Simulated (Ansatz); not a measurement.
Candidates (primitive cells; geometry: cell and atoms relaxed with PBEsol):
A. CsI (Pm-3m), a = 4.507 Å, b = 4.507 Å, c = 4.507 Å, α = 90.00°, β = 90.00°, γ = 90.00°
B. CsBr (Pm-3m), a = b = c = 4.243 Å, α = β = γ = 90.00°
C. TlI (Pm-3m), a = 4.137 Å, b = 4.137 Å, c = 4.137 Å, α = 90.00°, β = 90.00°, γ = 90.00°

Task: Put the candidates in order of hole conductivity mass, highest first, for PBEsol with spin-orbit coupling, rigid bands (Ansatz, a first-principles code).

Result: B (2.1 mₑ), A (1.49 mₑ), C (0.47 mₑ)

Masses are for dilute carriers at 300 K, harmonic means over directions unless an axis is named.

Formula and space group known from diffraction (Crystallography Open Database), not checked to be the room-temperature form: TlI (Pm-3m).
